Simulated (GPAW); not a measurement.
A working GPAW input for Be5Pd (F-43m, 6 atoms in the cell) (DFT PBEsol, plane waves, GPAW PAW datasets PBEsol (made by gpaw-setup)):

```python
from ase import Atoms
from ase.units import GPa
from gpaw import GPAW

atoms = Atoms(['Be', 'Be', 'Be', 'Be', 'Be', 'Pd'],
              cell=[[0.000000, 2.952359, 2.952359],
                    [2.952359, 0.000000, 2.952359],
                    [2.952359, 2.952359, 0.000000]],
              scaled_positions=[[0.250000, 0.250000, 0.250000],
                                [0.624610, 0.624610, 0.624610],
                                [0.126170, 0.624610, 0.624610],
                                [0.624610, 0.624610, 0.126170],
                                [0.624610, 0.126170, 0.624610],
                                [0.000000, 0.000000, 0.000000]],
              pbc=True)

calc = GPAW(mode={'name': 'pw', 'ecut': 850},
            xc='PBEsol',
            kpts={'size': (10, 10, 10), 'gamma': True},
            occupations={'name': 'methfessel-paxton', 'width': 0.136, 'order': 1},
            nbands=-12,
            symmetry={'symmorphic': False, 'tolerance': 0.0005},
            maxiter=100)

atoms.calc = calc

energy = atoms.get_potential_energy()
print('Energy (eV):', round(energy, 6))
forces = atoms.get_forces()
print('Forces (eV/Ang):')
print(forces.round(5))
stress = atoms.get_stress()
print('Stress (GPa, Voigt):', (stress / GPa).round(4))
```

The run converged in 26 iterations: free energy E − TS (from the program's reference atoms) -26.4743 eV; Fermi level (on the code's own zero) 8.59 eV; pressure 3.62 GPa; largest force (vector length) 0.053 eV/Å. Each of these slips is then made, one at a time:…

(1)
```diff
-            nbands=-12,
+            nbands=12,
```

(2)
```diff
-              scaled_positions=[[0.250000, 0.250000, 0.250000],
-                                [0.624610, 0.624610, 0.624610],
-                                [0.126170, 0.624610, 0.624610],
-                                [0.624610, 0.624610, 0.126170],
-                                [0.624610, 0.126170, 0.624610],
-                                [0.000000, 0.000000, 0.000000]],
+              positions=[[0.250000, 0.250000, 0.250000],
+                         [0.624610, 0.624610, 0.624610],
+                         [0.126170, 0.624610, 0.624610],
+                         [0.624610, 0.624610, 0.126170],
+                         [0.624610, 0.126170, 0.624610],
+                         [0.000000, 0.000000, 0.000000]],
```

Problem. What happens in each case?

Solution. 
(1) Too few bands. The program stopped before any SCF iteration, with the message: ValueError: Too few bands! Electrons: 26.000000, bands: 12.

(2) Fractional and Cartesian coordinates mixed up. The program stopped with an error at about iteration 1, with the message: ValueError: Too few plane waves or grid points.

The starting cell comes from a database of computed structures (which also holds hypothetical and non-ambient phases and stackings), without a prior relaxation at this level. Its lattice was rescaled by a random factor within 2.5 % of one. Spin polarisation is off. In the base run, with a pressure of about 4 GPa the cell is away from its equilibrium volume at this level.

Left out of this page: 4 runs of the series outside the window shown, repeating another row's setting, or not comparable.
